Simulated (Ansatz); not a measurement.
The reference is FeO in the rock salt structure (space group Fm-3m, No. 225; a = 4.266 Å; ferromagnetic; relaxed with 0.1 eV smearing). Axes: x, y, z lie along the cube axes.

All numbers come from r2SCAN (Ansatz, an electronic-structure program), scalar-relativistic without spin-orbit coupling.

Base values:

```
Item                            Result
-----------------------------  -------
Pressure                       0.0 GPa
Shortest interatomic distance  2.133 Å
```

It is then changed as follows: uniaxial strain ε_xx = −3.28 %, all other strain components held at zero; the atoms relax in the strained cell.

Task: Estimate the effect on the pressure and shortest interatomic distance.

Result: The pressure (mean of the normal stresses, compression positive) goes from zero to 8.0 GPa; the shortest interatomic distance shrinks by 0.070 Å, from 2.133 Å to 2.063 Å.

Whether these cells are dynamically stable was not tested. No Hubbard U is applied and the magnetic state is the run's own (FeO ferromagnetic); other magnetic orders, which need larger cells, were not tried and can change the gap. In its common phase, real FeO is an antiferromagnetic insulator at low temperature.
